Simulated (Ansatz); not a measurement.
Ansatz (an electronic-structure program) run on Hf₂Ge (Fmm2, 6 atoms in the cell): self-consistent single point.

Method of the run: PBEsol, default PAW files made with PBE (plane waves; Ansatz).

```xyz
6
Lattice="-3.2804 3.2804 2.6385 3.2804 -3.2804 2.6385 3.2804 3.2804 -2.6385" Properties=species:S:1:pos:R:3 pbc="T T T"
Hf     1.0219     2.2585     0.0000
Hf     2.2585     1.0219     2.6385
Hf     4.3377     1.0573     0.0000
Hf    -1.0219     2.2585     2.6385
Ge     0.0000     0.0000     1.3193
Ge     0.0000     0.0000     3.9578
```

Reference input (self-consistent single point, DFT, PBEsol, plane waves, default PAW files made with PBE): basis.ecutwfc = 420 eV; kpoints.mp_grid.grid = 4 4 4; hamiltonian.xc = pbesol; hamiltonian.pseudopotentials = {kind: paw} (the program's default PAW files); scf.occupations.method = fermi_dirac; scf.occupations.width = 0.1 eV. This run's input differs from it in these lines:

Ansatz 0.2 input:
```diff
@@ -15,2 +15,3 @@
   ecutwfc: 420.0
+  ecutrho_ratio: 2
 kpoints:
```

The program printed (abridged):

```
SCF iter   1: F=—  HF=-70903.513363 eV  |F-HF|=—  |Δ(HF+E_count)|=         —  Δρ=4.33e-3  dr2=2.60e-2  ethr=1.77e-3  ⟨swp⟩=5.1  Hψ=4200  notcnv=0  defer=24
all-band conjugate gradients solve this SCF's bands
preconditioner: auto → Kerker (q_TF=auto, 2.798 Å⁻¹)
SCF iter   2: F=—  HF=-70903.510136 eV  |F-HF|=—  |Δ(HF+E_count)|=   3.23e-3  Δρ=2.59e-3  dr2=1.16e-2  ethr=1.97e-5  ⟨swp⟩=2.0  Hψ=1837  notcnv=0  defer=39
   [... lines left out ...]
SCF iter   6: F=—  HF=-70903.507398 eV  |F-HF|=—  |Δ(HF+E_count)|=   1.51e-5  Δρ=5.69e-5  dr2=4.37e-6  ethr=1.94e-8  ⟨swp⟩=2.1  Hψ=2320  notcnv=0  defer=39
SCF iter   7: F=—  HF=-70903.507397 eV  |F-HF|=—  |Δ(HF+E_count)|=   7.56e-7  Δρ=1.49e-5  dr2=2.69e-7  ethr=3.31e-9  ⟨swp⟩=2.1  Hψ=2570  notcnv=0  defer=39
SCF iter   8: F=—  HF=-70903.507397 eV  |F-HF|=—  |Δ(HF+E_count)|=   1.16e-8  Δρ=8.29e-6  dr2=1.00e-7  ethr=7.58e-11  ⟨swp⟩=10.1  Hψ=7204  notcnv=0
SCF iter   9: F=-70903.507397 eV  HF=-70903.507397 eV  |F-HF|=2.44e-8  |Δ(HF+E_count)|=   9.41e-8  Δρ=3.65e-6  dr2=1.68e-8  ethr=7.58e-11  ⟨swp⟩=5.4  Hψ=5510  notcnv=0
SCF 1 converged in 9 iterations: F = -70903.507397 eV  dr2 = 1.68e-8
Free energy (F): -70903.507397 eV
Internal energy: -70903.419275 eV  (E = F + TS)
E sigma→0 (E₀):  -70903.463336 eV
Entropy (-TS):   -0.088122 eV (-14.687 meV/atom)
Fermi energy:    18.981952 eV
--- Forces (eV/Å), atoms counted from 1 ---
  atom   1  Hf     0.02795049     0.05317986     0.00000000
  atom   2  Hf     0.05317986     0.02795049     0.00000000
  atom   3  Hf    -0.28490360    -0.28490360     0.00000000
  atom   4  Hf     0.14844389     0.14844389     0.00000000
  atom   5  Ge     0.02765958     0.02765958    -0.00000000
  atom   6  Ge     0.02765958     0.02765958     0.00000000
--- Stress (GPa, compression-positive) ---
       -1.045210      -0.457307       0.000000
       -0.457307      -1.045210       0.000000
        0.000000       0.000000       0.159616
  P = ⅓ Tr σ = -0.6436 GPa (-6.436 kbar)
  The stress holds the Pulay correction, which leaves out the density cutoff's part. Without it, at fixed plane waves, as pw.x and ABINIT print it …
settings of this run that can trade accuracy for cost: basis.ecutrho_ratio < 4. Do not mix this run's numbers with those of runs without the same settings …
```

The run converged in 9 iterations. Against the reference run the free energy drops by 9.3 meV/atom, the pressure goes from -1.09 to -0.64 GPa and the largest force stays at 0.403 eV/Å. The full log also holds: “WARN basis.ecutrho_ratio = 2 (ecutrho = 840 eV) is below the records' recommended cutoff”.

The starting cell comes from a database of computed structures (which also holds hypothetical and non-ambient phases and stackings), without a prior relaxation at this level. Its lattice was rescaled by up to half a per cent. One atom was moved a little off its site on purpose. Ansatz's pressure includes its estimate of the finite-basis (Pulay) stress. The cutoff lies below the one recommended for these files.
